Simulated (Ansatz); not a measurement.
Mg2Si (space group Fm-3m, No. 225)

Space group Fm-3m (No. 225); a = 6.326 Å, b = 6.326 Å, c = 6.326 Å, α = 90.00°, β = 90.00°, γ = 90.00°

```
atom  site  symmetry       x       y       z
----  ----  --------  ------  ------  ------
Si      4a      m-3m  0.0000  0.0000  0.0000
Mg      8c      -43m  0.2500  0.2500  0.2500
```
(The calculation used a cell of 3 atoms; values per cell refer to that cell.)

All numbers come from PBEsol, PAW, 420 eV (Ansatz, an electronic-structure program; without spin-orbit coupling). Γ-centred 13×13×13 mesh, Fermi–Dirac width 0.05 eV.

| Item | Value |
|---|---|
| Volume per atom | 21.10 Å³ |
| Density | 2.01 g/cm³ |
| Band gap | 0.12 eV, indirect, Γ → X |
| Electron mass | 0.58 mₑ along k, 0.18 mₑ across |
| Hole mass (degenerate bands, along [100]) | 0.15, 0.34, 0.34 mₑ |
| Lowest conduction-band minima above the VBM | X along ⟨100⟩ 0.12 eV; L along ⟨111⟩ 1.28 eV |
| Total energy | -1482.022 eV/atom (σ→0; compares only within this code and set-up) |

Effective masses come from finite differences of ±0.01 Å⁻¹. Along k means along the line from Γ to the band edge. Stability against distortions was not tested. A zero or small gap of Mg2Si can be the functional's error rather than a property of the material.
